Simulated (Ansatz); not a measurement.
Input:

```xyz
2
Lattice="4.5218 0.0000 0.0000 2.2609 3.9160 0.0000 2.2609 -1.3053 3.6639" Properties=species:S:1:pos:R:3 pbc="T T T"
Mg     0.0000     0.0000    -0.0056
Te     4.5218     0.0000     2.7535
```

No spin polarisation.

Method: LDA (Ansatz, a quantum-chemistry and plane-wave program; PAW; 420 eV plane waves; without spin-orbit coupling). k-mesh 9×9×9 (Γ-centred); smearing 0.05 eV (Fermi–Dirac).

Q: Predict the electron mass and band gap.

A: 
* **Electron mass**: 0.16 mₑ (at Γ)
* **Band gap**: 2.33 eV

With Te present, leaving out spin-orbit coupling can change the band edges. The cells carry an imposed strain or load. Effective masses come from finite differences of ±0.01 Å⁻¹. No phonon test of stability was made. The cell was made from MgTe in the zinc blende structure (space group F-43m, No. 216) by this change: biaxial strain +0.42 %, plane normal [111], relaxed out of plane.
